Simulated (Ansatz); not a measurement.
The parent structure is TiH2 (space group P4/nmm, No. 129; a cell from a computed database, its experimental status unchecked).

```
CELL_PARAMETERS angstrom
      2.89089     0.00000     0.00000
      0.00000     2.89089     0.00000
      0.00000     0.00000     4.81165
ATOMIC_POSITIONS crystal
  Ti 0.50000 0.00000 0.26374
  Ti 0.00000 0.50000 0.73626
  H  0.50000 0.50000 0.00000
  H  0.00000 0.00000 0.00000
  H  0.00000 0.50000 0.34414
  H  0.50000 0.00000 0.65586
```

Cartesian axes are those of the cell as printed.

Level of theory: plane-wave PAW DFT at the PBEsol level (Ansatz, an electronic-structure program, 420 eV), without spin-orbit coupling.

Base values:

- Pressure = 0.0 GPa
- Shortest interatomic distance = 3.565 bohr
- Band gap = zero

Perturbation: strain tensor (xx, yy, zz, yz, xz, xy) = (−1.69, −0.82, +1.35, +0.36, +0.59, +0.07) %; the atoms relax in the strained cell.

Predict the new energy relative to the base, largest internal atomic displacement, pressure, shortest interatomic distance and band gap.

The energy rises by 2.5 meV/atom; the largest internal atomic displacement is 0.021 Å; the pressure (mean of the normal stresses, compression positive) goes from zero to 1.9 GPa; the shortest interatomic distance goes up by 0.0144 bohr to 3.580 bohr; the band gap stays zero.

Without a gap, meshes like the base's 16×16×10 leave anisotropic stresses uncertain by several tenths of a GPa, and small strain energies with them. Whether these cells are dynamically stable was not tested. All final runs are without spin polarisation.
